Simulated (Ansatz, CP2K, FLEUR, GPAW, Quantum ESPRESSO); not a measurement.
Code comparison for Ag3Sb (Pmmn, 8 atoms in the cell)

Self-consistent single point.

```
Ag3Sb
1.0
    4.91440     0.00000     0.00000
    0.00000     6.08666     0.00000
    0.00000     0.00000     5.36915
Ag Sb
6 2
Direct
  0.50000   0.00000   0.32632
  0.00000   0.50000   0.67368
  0.00000   0.25200   0.15381
  0.00000   0.74800   0.15381
  0.50000   0.24800   0.84619
  0.50000   0.75200   0.84619
  0.00000   0.00000   0.67018
  0.50000   0.50000   0.32982
```

All programs got the same cell, k-point mesh and kind of occupations (in Ansatz's words: kpoints.mp_grid.grid = 4 3 3; scf.occupations.method = gaussian; scf.occupations.width = 0.05 eV); potentials, basis and cutoffs are each program's usual ones.

| code | model | pressure (GPa) | largest force (eV/Å) | k-points | cutoff |
|---|---|---|---|---|---|
| Ansatz | PBEsol, PAW files made with PBE | -5.74 | 0.243 | 12 | default |
| CP2K | PBEsol, GPW, DZVP-MOLOPT-SR-GTH basis, GTH-PBE potentials (GTH_POTENTIALS) | -3.45 | 0.331 | 19 | grid 500 Ry |
| GPAW | PBEsol, GPAW PAW datasets PBEsol (made by gpaw-setup) | -5.75 | 0.242 | 12 | 600 eV |
| FLEUR | PBEsol, all-electron FLAPW (FLEUR), scalar-relativistic valence | – | 0.247 | 12 | Kmax 3.9 1/bohr |
| Quantum ESPRESSO | PBEsol, PSlibrary PAW (PBE) pseudopotentials | -6.93 | 0.253 | 12 | 50 Ry |

Size of the force on each atom (eV/Å): Sizes of forces hide their directions.

```tsv
code	Ag1	Ag2	Ag3	Ag4	Ag5	Ag6	Sb7	Sb8
Ansatz	0.063	0.063	0.058	0.058	0.058	0.058	0.243	0.243
CP2K	0.092	0.092	0.063	0.063	0.063	0.063	0.331	0.331
GPAW	0.058	0.058	0.056	0.056	0.056	0.056	0.242	0.242
FLEUR	0.061	0.061	0.056	0.056	0.056	0.056	0.247	0.247
Quantum ESPRESSO	0.046	0.046	0.052	0.052	0.052	0.052	0.253	0.253
```

A dash marks a value that a program does not give, or that is left out as unsure.

No clean gap comes from Ansatz (an electronic-structure program), CP2K, GPAW and Quantum ESPRESSO: levels at the Fermi energy touch, overlap or are partly filled at this smearing.

The spread over the programs that give each value: pressure within 3.48 GPa; largest force within 0.089 eV/Å.

The starting cell comes from a database of computed structures (which also holds hypothetical and non-ambient phases and stackings), without a prior relaxation at this level. Its lattice was rescaled by a random factor within 2.5 % of one. On Ansatz's run: Spin-orbit coupling is off. In the base run, with a pressure of about -6 GPa the cell is away from its equilibrium volume at this level. The run gives no clean gap (levels at the Fermi energy touch, overlap or are partly filled at this smearing), which alone does not show that the compound is a metal. Without a gap this mesh is coarse (it stands for a supercell whose shortest vector is 16 Å).

Problem. Why do the programs differ, and what cannot be compared?

Solution. Differences of this kind can come from the potentials, where these differ, and from what each basis and cutoff leave unconverged. The valence holds different numbers of electrons (Ansatz 144, CP2K 76, GPAW 132, FLEUR 132, Quantum ESPRESSO 76). The zero of total energies and Fermi levels follows the potentials and each program's conventions, so they are not compared here. CP2K uses small atom-centred bases, whose incompleteness enters pressures, forces and empty levels differently from a plane-wave cutoff. FLEUR treats all electrons, but the usual bases taken here (sphere radii, linearisation, local orbitals, empty states) were not tested for convergence, so the values are no reference for the others. Ansatz's pressure is given at a fixed set of plane waves, as the other plane-wave codes print theirs; with its correction for the finite basis it is -5.70 GPa. The programs reduce the same mesh by symmetry to different extents, which changes the work and not the result. In the pressure, CP2K (by 2.29) and Quantum ESPRESSO (by 1.18) lie more than 1 GPa from the median of the plane-wave programs. In the force vectors, CP2K (by 0.088) lies more than 0.08 eV/Å from the median of the plane-wave programs.

The shared mesh is coarse (it stands for a supercell whose shortest vector is 16 Å), so the values are not converged in it.

Left out of this page: ABINIT (stopped by limits of time or memory); Elk (not drawn, or without a comparable value).

Keys are those of Ansatz 0.2.
